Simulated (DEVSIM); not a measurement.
Structure: abrupt Si p-n junction, at 250 K.

```
layer (left to right)  material  thickness (μm)  Nd (cm⁻³)  Na (cm⁻³)  τn (s)  τp (s)
---------------------  --------  --------------  ---------  ---------  ------  ------
1                            Si           0.360          -     2.1e17  3.6e-5  3.6e-5
2                            Si           0.940       8e15          -  3.6e-5  3.6e-5
```

Left contact: ohmic. Right contact: ohmic. Voltage is applied to the left contact. Recombination: SRH at mid-gap. Mobility is constant in doping.

The device is made up for the run: typed textbook-type constants, with dimensions and the other settings drawn at random. Values at 300 K; Nc and Nv go as T^1.5, mobilities as T to minus their exponent, the gap by Varshni's rule with the affinity fixed.

```
parameter               Si
----------------  --------
gap (eV)             1.124
affinity (eV)         4.05
permittivity          11.7
Nc (cm⁻³)          2.86e19
Nv (cm⁻³)           3.1e19
μn (cm²/Vs)           1417
μp (cm²/Vs)            470
T exponent of μn       2.3
T exponent of μp       2.2
Varshni α (eV/K)  0.000473
Varshni β (K)          636
```

DEVSIM, 1D drift-diffusion, Boltzmann statistics, complete ionisation; no tunnelling, impact ionisation, image-force lowering or self-heating.

The doping Nd of layer 2 was swept, all else fixed.

```csv
doping Nd of layer 2 (cm^-3),dark forward voltage at 1 A/cm² (V),dark forward voltage at 100 A/cm² (V),potential step across the device at zero bias (V),largest field in the device at zero bias (V/cm)
2.4e14,0.582,0.734,0.788,24000
8e14,0.617,0.745,0.814,25000
2.4e15,0.645,0.758,0.838,30000
8e15,0.670,0.775,0.864,46000
2.4e16,0.687,0.788,0.888,75000
8e16,0.697,0.797,0.914,120000
2.4e17,0.701,0.800,0.937,(withheld)
```

Task: What belongs in the gaps?

Result: 
- 2.4e17, largest field in the device at zero bias (V/cm): 180000
